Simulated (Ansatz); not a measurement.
A series of runs on Ni3Al (Pm-3m, 4 atoms in the cell)

```xyz
4
Lattice="3.5272 0.0000 0.0000 0.0000 3.5272 0.0000 0.0000 0.0000 3.5272" Properties=species:S:1:pos:R:3 pbc="T T T"
Al     0.0000     0.0000     0.0000
Ni     0.0000     1.7636     1.7636
Ni     1.7636     0.0000     1.7636
Ni     1.7636     1.7636     0.0000
```
Moments meant for the start (each program seeds them in its own way; μB, in the order of the atoms Al Ni Ni Ni): 0.0 0.5 0.5 0.5.

Base run A: LDA (PW92), PAW files made with PBE in Ansatz (a first-principles code), self-consistent single point.

Its settings: basis.ecutwfc = 420 eV; kpoints.mp_grid.grid = 12 12 12; hamiltonian.xc = lda; hamiltonian.pseudopotentials = {kind: paw} (an earlier, softer set of the program's PAW files); magnetization.spin_polarized = true; scf.occupations.method = cold; scf.occupations.width = 0.2 eV.

The starting cell has typed, rounded lattice constants, without a prior relaxation at this level. Its lattice was rescaled by a random factor within 2.5 % of one. The magnetic order is the one reached from the typed start; others were not searched systematically. In the base run, with a pressure of about -8 GPa the cell is away from its equilibrium volume at this level. Ansatz's pressure includes its estimate of the finite-basis (Pulay) stress.

ΔF is the free energy per atom less that of run A. 

Run A gave: pressure (GPa) -8.26; size of the net moment (μB/atom) 0.14; TS (meV/atom) -5.8.

Runs:
- B: scf.occupations.width = 0.002 eV
- C: scf.occupations.width = 0.01 eV
- D: scf.occupations.width = 0.025 eV
- E: scf.occupations.width = 0.05 eV
- F: scf.occupations.width = 0.1 eV
- G: scf.occupations.width = 0.15 eV
- H: scf.occupations.width = 0.3 eV

Task: What does run E change against A?

Result: The free energy falls by 2.1 meV/atom, the pressure goes from -8.26 to -8.07 GPa and the size of the net moment moves little (0.14 to 0.17 μB/atom).

Task: What does run D change against A?

Result: The free energy drops by 2.1 meV/atom, the pressure goes from -8.26 to -8.08 GPa and the size of the net moment moves little (0.14 to 0.16 μB/atom).

Task: What does run H change against A?

Result: The free energy goes up by 3.7 meV/atom, the pressure goes from -8.26 to -8.62 GPa and the size of the net moment goes from 0.14 to 0.00 μB/atom.

| run | ΔF (meV/atom) | pressure (GPa) | size of the net moment (μB/atom) | TS (meV/atom) |
|---|---|---|---|---|
| A | 0.00 | -8.26 | 0.14 | -5.8 |
| B | -2.1 | -8.08 | 0.16 | 0.0 |
| C | -2.1 | -8.08 | 0.17 | 0.0 |
| D | -2.1 | -8.08 | 0.16 | 0.0 |
| E | -2.1 | -8.07 | 0.17 | -0.1 |
| F | -1.81 | -8.09 | 0.17 | -0.7 |
| G | -1.22 | -8.13 | 0.17 | -2.8 |
| H | 3.7 | -8.62 | 0.00 | -16.1 |

Left out of this page: 2 runs of the series unsound by tests on forces, stress, charge or solver warnings.

Keys are those of Ansatz 0.2.
